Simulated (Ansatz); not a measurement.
System: MgCO₃ (R-3c, No. 167). Method: BLYP in Ansatz (PAW).

Numerical settings: plane-wave cutoff 520 eV, 10×10×10 k mesh, Fermi–Dirac smearing 0.01 eV, scalar-relativistic PAW data made under PBE.

Shape and atoms are relaxed at each volume.

Pressure at four volumes; x = ln(V/9.842 Å³). One pressure is withheld.

```csv
V (Å³/atom),x,P (GPa)
9.448,-0.0409,?
9.645,-0.0202,2.03
9.842,0.0000,0.00
10.236,0.0393,-3.43
```

### Question
Pass a parabola P(x) through the three rows shown, estimate the bulk modulus and its pressure derivative near zero pressure, and predict the withheld pressure.

### Answer
Slopes between the rows: (0.00 − (2.03))/(0.0000 − (-0.0202)) = -100.50 and (-3.43 − (0.00))/(0.0393 − (0.0000)) = -87.28 GPa. Their difference over the span 0.0595 is c = 13.22/0.0595 = 222.2 GPa, so P(x) = 2.03 + (-100.50)(x − (-0.0202)) + 222.2 (x − (-0.0202))(x − (0.0000)). At the middle row B = −dP/dx = −[-100.50 + 222.2 × 0.0202] = 96.0 GPa, and B′ = dB/dP = 2c/B = 4.6. At x = -0.0409 the parabola gives 4.30 GPa; the run gives 4.30 GPa. The Birch–Murnaghan fit to the energies at all volumes has B0 = 95.7 GPa and B′ = 4.7.

Note: the volume lies 6 % above that of the published cell; the bulk modulus comes from volumes at which shape and atoms were relaxed.

Ansatz is a program for electronic structure.
